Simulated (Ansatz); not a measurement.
The reference is Ga2O3 in the corundum structure (space group R-3c, No. 167).

```xyz
10
Lattice="2.5288 1.4600 4.5410 -2.5288 1.4600 4.5410 0.0000 -2.9201 4.5410" Properties=species:S:1:pos:R:3 pbc="T T T"
Ga     0.0000     0.0000     8.7753
Ga     0.0000     0.0000     1.9638
Ga     0.0000     0.0000     4.8477
Ga     0.0000     0.0000    11.6592
O      0.7666     1.5923     5.6763
O     -1.7623    -0.1323     5.6763
O     -0.7666    -1.5923     7.9468
O     -0.9957     1.4600     7.9468
O      1.7623     0.1323     7.9468
O      0.9957    -1.4600     5.6763
```

Calculations: Ansatz (an electronic-structure program) PBE, scalar-relativistic without spin-orbit coupling.

Strains are applied to the cell and any free atomic positions relax.

One change was made to it. Results:

The smallest direct gap rises by 1.03 eV (2.63 eV → 3.66 eV); the pressure (mean of the normal stresses, compression positive) grows by 22.52 GPa to 22.53 GPa; the band gap goes up by 0.983 eV, from 2.40 eV to 3.39 eV.

### Question
What was done to the base?
(A) isotropic strain −0.75 %
(B) isotropic strain −2.25 %
(C) isotropic strain −3.00 %
(D) isotropic strain −1.50 %

### Answer
C, isotropic strain −3.00 %. For comparison, the band gap in the other runs: isotropic strain −1.50 % gives 2.88 eV; isotropic strain −0.75 % gives 2.64 eV; isotropic strain −2.25 % gives 3.13 eV.

No phonon test of stability was made.
